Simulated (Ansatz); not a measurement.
Relaxation of the outer planes of the (11-20) surface of hcp Zn in its 1x1 cell, outermost plane spacing 1.32 Å in the ideal cut.

These are PBE (plane waves to 420 eV, PAW; Ansatz, an electronic-structure program) values and carry that method's errors.

Set-up: 18 atoms, 10.6 Å thick at the start; mesh 8x8x1; 0.1 eV smearing; dipole correction on; all atoms relaxed; symmetry of the start imposed; no spin, no spin-orbit, no U.

```
plane  atoms  bulk spacing to the next (Å)  relaxed spacing (Å)  change (%)  rumpling (Å)
-----  -----  ----------------------------  -------------------  ----------  ------------
1       2 Zn                         1.319                1.187       -10.0          0.00
2       2 Zn                         1.319                1.473        11.7          0.00
```
